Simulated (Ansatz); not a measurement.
**Response to strain in ZnCu**

The reference is ZnCu in the CsCl type structure (space group Pm-3m, No. 221; relaxed with 0.1 eV smearing).

```
CELL_PARAMETERS angstrom
      2.96420     0.00000     0.00000
      0.00000     2.96420     0.00000
      0.00000     0.00000     2.96420
ATOMIC_POSITIONS crystal
  Zn 0.50000 0.50000 0.50000
  Cu 0.00000 0.00000 0.00000
```

Strains are applied to the cell and any free atomic positions relax.

Method: Kohn–Sham DFT with the PBE functional, run in Ansatz (a program for electronic structure) with PAW and 420 eV plane waves, no spin-orbit coupling.

```tsv
change	volume per atom	pressure
base	13.02 Å³	0.0 GPa
isotropic strain −3.00 %	11.89 Å³	13.2 GPa
isotropic strain −2.50 %	12.07 Å³	10.5 GPa
isotropic strain −2.00 %	12.26 Å³	8.1 GPa
isotropic strain −1.50 %	12.45 Å³	5.8 GPa
isotropic strain −1.00 %	12.64 Å³	3.7 GPa
isotropic strain −0.50 %	12.83 Å³	1.8 GPa
isotropic strain +0.50 %	13.22 Å³	-1.7 GPa
isotropic strain +1.50 %	13.62 Å³	-4.6 GPa
isotropic strain +2.50 %	14.02 Å³	___
```

Question: Fill in the withheld entries from the trend.

Answer: 
- isotropic strain +2.50 %, pressure: -7.0 GPa

Stability against distortions was not tested. All final runs are without spin polarisation.
